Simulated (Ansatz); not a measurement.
A calculation on AlB2-type ZrB₂ returned lattice constant a 3.173 Å, lattice parameter c 3.568 Å.

For reference: lattice constant a 3.17 Å (measured, room temperature, not corrected to a static lattice; as tabulated in Zhang et al. (2020), arXiv:1911.03307); lattice parameter c 3.532 Å (measured, room temperature, no zero-point or thermal correction; as tabulated in Zhang et al. (2020), arXiv:1911.03307).

Problem. Which level of theory produced these numbers?
A. r²SCAN0 (Ansatz, a quantum-chemistry and plane-wave program)
B. PBE-D4 (Ansatz)
C. rVV10 (Ansatz)
D. PBE-D3(BJ) (Ansatz)

Solution. C, rVV10 (Ansatz)

The others give: PBE-D3(BJ) 3.145 Å, 3.510 Å; r²SCAN0 3.158 Å, 3.532 Å; PBE-D4 3.153 Å, 3.497 Å.

Unless a cell is named, each level is at its own relaxed cell (PBE-D3(BJ) 10.02, PBE-D4 10.03, r²SCAN0 10.17, rVV10 10.37 Å³/atom).

Ansatz's density-functional and Hartree–Fock values are scalar-relativistic unless marked +SOC, with PAW data made under PBE.
